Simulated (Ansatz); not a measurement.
By PBEsol, the system below comes out a metal.

Without scattering a metal conducts by its projected Fermi surface.

Data:

```
CELL_PARAMETERS angstrom
      3.12729     0.00000     0.00000
     -1.56364     2.70831     0.00000
      1.56364     0.90277     2.55342
ATOMIC_POSITIONS crystal
  Ta 0.00000 0.50000 0.50000
  N  0.00000 0.00000 0.00000
```

The cell is taken as given; by PBEsol it stands under a pressure of -10.7 GPa.

The current flows along the normal of the first two printed cell vectors, the (111) plane of the conventional cell. No spin-orbit coupling; the value is a mean over 0.1 eV about the Fermi level.

Predict the ballistic conductance per area from Ansatz (a first-principles code) with PBEsol.

1.7 × 10¹⁵ S/m² for both spins.
